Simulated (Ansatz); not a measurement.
CsCl-type CoAl

All values below come from r²SCAN+rVV10 (plane waves, PAW; Ansatz, a program for electronic structure).

Numerical settings: plane-wave cutoff 600 eV, 16×16×16 k mesh, Fermi–Dirac smearing 0.1 eV, finite displacements, no spin polarisation, scalar-relativistic PAW data made under PBE.

Cell (relaxed at this level):

Space group Pm-3m (No. 221); a = b = c = 2.818 Å, α = β = γ = 90.00°

```json
[
 {"atom": "Al", "site": "1b", "symmetry": "m-3m", "x": "0.5000", "y": "0.5000", "z": "0.5000"},
 {"atom": "Co", "site": "1a", "symmetry": "m-3m", "x": "0.0000", "y": "0.0000", "z": "0.0000"}
]
```

```
Item                                Value
-------------------------------  --------
zone-centre TO phonon frequency  352 cm⁻¹
```
